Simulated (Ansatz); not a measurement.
The reference is BiB in the zinc blende structure (space group F-43m, No. 216; a = 5.456 Å; a hypothetical phase, not in the database extracts checked).

Perturbation: hydrostatic tension (pressure −2 GPa).

Levels (all Ansatz, a first-principles code, PAW): PBEsol (420 eV, no SOC); r2SCAN (500 eV, no spin-orbit coupling); HSE06 (420 eV, no spin-orbit coupling).

At the geometry relaxed with PBEsol, these levels gave the following band gaps, in shuffled order: (a) 0.84 eV, (b) 0.25 eV, (c) 0.33 eV.

Task: Match each gap to its level.

Result: (a) HSE06; (b) PBEsol; (c) r2SCAN.

Single points use the geometry relaxed with PBEsol. Spin-orbit coupling, missing from the scalar runs, can matter with Bi. Load acts through the strain it causes; cell and atoms are relaxed under it. Whether these cells are dynamically stable was not tested. The zero or small gap of BiB under pressure −2 GPa can change with the level of theory.
